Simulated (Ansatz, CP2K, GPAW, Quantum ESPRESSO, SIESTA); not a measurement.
## SrMg5 (P1, 6 atoms in the cell) computed with different codes at matched settings

Self-consistent single point, at a second geometry (atoms moved at random). First geometry:

```
SrMg5
1.0
    3.52198     0.00000     0.00000
   -1.76099     3.05012     0.00000
    0.00000     0.00000    15.37719
Sr Mg
1 5
Direct
  0.66667   0.33333   0.00000
  0.00000   0.00000   0.80719
  0.00000   0.00000   0.19281
  0.66667   0.33333   0.65411
  0.66667   0.33333   0.34589
  0.00000   0.00000   0.50000
```

Second geometry:
```
SrMg5
1.0
    3.52198     0.00000     0.00000
   -1.76099     3.05012     0.00000
    0.00000     0.00000    15.37719
Sr Mg
1 5
Direct
  0.66538   0.33293   0.00082
  0.97547   0.98661   0.80883
  0.01637   0.99851   0.19158
  0.68113   0.34240   0.65273
  0.68422   0.33957   0.34890
  0.97743   0.00000   0.49714
```

Shared settings, as Ansatz (an electronic-structure program) writes them: kpoints.mp_grid.grid = 7 7 2; scf.occupations.method = gaussian; scf.occupations.width = 0.136 eV. Potentials and cutoffs stand in the table.

| code | model | ΔF from the first geometry (meV/atom) | pressure (GPa) | largest force (eV/Å) | cutoff |
|---|---|---|---|---|---|
| CP2K | PBEsol, GPW, TZVP-MOLOPT-SR-GTH basis, GTH-PBE potentials (GTH_POTENTIALS) | 1.0 | 0.74 | 0.259 | grid 500 Ry |
| Ansatz | PBEsol, PAW files made with PBE | 1.7 | -0.46 | 0.237 | default |
| Quantum ESPRESSO | PBEsol, SSSP 1.1.2 efficiency (PBE) pseudopotentials | 1.7 | -0.49 | 0.239 | 40 Ry |
| SIESTA | GGA PBEsol, numerical atomic orbitals DZP, PseudoDojo PBEsol standard norm-conserving potentials (rewritten from UPF to PSML) | 3.6 | 2.36 | 0.321 | grid 350 Ry |
| GPAW | PBEsol, GPAW PAW datasets PBEsol (made by gpaw-setup) | 1.8 | -0.40 | 0.236 | 850 eV |

Size of the force on each atom (eV/Å): Sizes of forces hide their directions.

```csv
code,Sr1,Mg2,Mg3,Mg4,Mg5,Mg6
CP2K,0.030,0.242,0.156,0.136,0.196,0.259
Ansatz,0.026,0.129,0.051,0.128,0.175,0.237
Quantum ESPRESSO,0.026,0.127,0.048,0.129,0.176,0.239
SIESTA,0.045,0.205,0.079,0.178,0.261,0.321
GPAW,0.023,0.121,0.045,0.129,0.171,0.236
```

The spread over the programs that give each value: ΔF from the first geometry within 2.6 meV/atom; pressure within 2.85 GPa; largest force within 0.085 eV/Å.

CP2K and SIESTA use small atom-centred bases, whose incompleteness enters pressures, forces and empty levels differently from a plane-wave cutoff. Ansatz's pressure is given at a fixed set of plane waves, as the other plane-wave codes print theirs. In the pressure, CP2K (by 1.21) and SIESTA (by 2.82) lie more than 1 GPa from the median of the plane-wave programs. In the force vectors, CP2K (by 0.123) and SIESTA (by 0.088) lie more than 0.08 eV/Å from the median of the plane-wave programs.

The starting cell comes from a database of computed structures (which also holds hypothetical and non-ambient phases and stackings), without a prior relaxation at this level. For this run, on top of that: atoms moved at random.

Keys are those of Ansatz 0.2.
